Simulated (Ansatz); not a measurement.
For LiF (model structure, started from the NiAs type, P6₃/mmc, No. 194, 4 atoms in the cell), PBEsol (plane waves, PAW; Ansatz, an electronic-structure program) gives:

```
Property                               Value
------------------------------  ------------
equilibrium lattice constant a       2.787 Å
lattice parameter c                  4.810 Å
cohesive energy                 4.44 eV/atom
band gap                             8.91 eV
```

What does r²SCAN+rVV10 in Ansatz (plane waves, PAW) give for the same quantities?


- lattice constant a: 2.765 Å (drops by 0.8 %)
- lattice parameter c: 4.764 Å (falls by 1.0 %)
- cohesive energy: 4.41 eV/atom (falls by 0.03 eV/atom)
- band gap: 10.23 eV (increases by 1.32 eV)

Changes are worked out from the printed values.

Unless a cell is named, each level is at its own relaxed cell (PBEsol 8.09, r²SCAN+rVV10 7.88 Å³/atom).

Density-functional gaps are differences of (generalised) Kohn–Sham levels.

Ansatz's density-functional and Hartree–Fock values are scalar-relativistic unless marked +SOC, with PAW data made under PBE.

A model structure was made by putting elements into a prototype or built by hand; it is no filed structure, need not be a known phase, and can be a saddle point held by its symmetry.
